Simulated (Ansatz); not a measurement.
The starting structures come from a database of crystals and need not be the phases stable at ambient conditions.

By PBEsol, the system below comes out a metal.

Without scattering a metal conducts by its projected Fermi surface.

Data:

```
Zn
1.0
    2.77861     0.00000     0.00000
    0.00000     2.77861     0.00000
    1.38931    -1.38931     1.90583
Zn
1
Direct
  0.00000   0.00000   0.00000
```

Space group of this cell: I4/mmm. The cell is strained (lengths along the current scaled by 0.97, ions clamped); by PBEsol its mean pressure is -3.1 GPa.

The current flows along the normal of the first two printed cell vectors, the (001) (indices of the unstrained crystal) plane of the conventional cell. No spin-orbit coupling; the value is a mean over 0.1 eV about the Fermi level.

Task: Compute, with PBEsol (Ansatz, a program for electronic structure), the ballistic conductance per area.

Result: 1.4 × 10¹⁵ S/m² for both spins.
